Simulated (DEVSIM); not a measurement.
Device: abrupt Si n-p junction, at 250 K.

Layer 1 from the left is Si, thickness (μm) 0.110, Nd (cm⁻³) 7.5e15, τn (s) 0.00025, τp (s) 0.00025. Layer 2 from the left is Si, thickness (μm) 2.80, Na (cm⁻³) 1.3e15, τn (s) 0.00025, τp (s) 0.00025.

Left contact: ohmic. Right contact: ohmic. Voltage is applied to the left contact. Recombination: SRH at mid-gap, Auger. Mobility is μmin + (μ − μmin)/(1 + (N/Nref)^α).

The device is made up for the run: typed textbook-type constants, with dimensions and the other settings drawn at random. Values at 300 K; Nc and Nv go as T^1.5, mobilities as T to minus their exponent, the gap by Varshni's rule with the affinity fixed.

Si: gap (eV) 1.124, affinity (eV) 4.05, permittivity 11.7, Nc (cm⁻³) 2.86e19, Nv (cm⁻³) 3.1e19, μn (cm²/Vs) 1417, μp (cm²/Vs) 470, μn,min 52, μp,min 45, Nref,n 9.7e16, Nref,p 2.2e17, αn 0.68, αp 0.72, T exponent of μn 2.3, T exponent of μp 2.2, Cn (cm⁶/s) 2.8e-31, Cp (cm⁶/s) 9.9e-32, Varshni α (eV/K) 0.000473, Varshni β (K) 636.

DEVSIM, 1D drift-diffusion, Boltzmann statistics, complete ionisation; no tunnelling, impact ionisation, image-force lowering or self-heating.

Task: What does the simulation give for the dark forward voltage at 100 A/cm², the potential step across the device at zero bias, the dark forward voltage at 1 A/cm²?

Result: dark forward voltage at 100 A/cm² 0.776 V; potential step across the device at zero bias 0.753 V; dark forward voltage at 1 A/cm² 0.617 V.
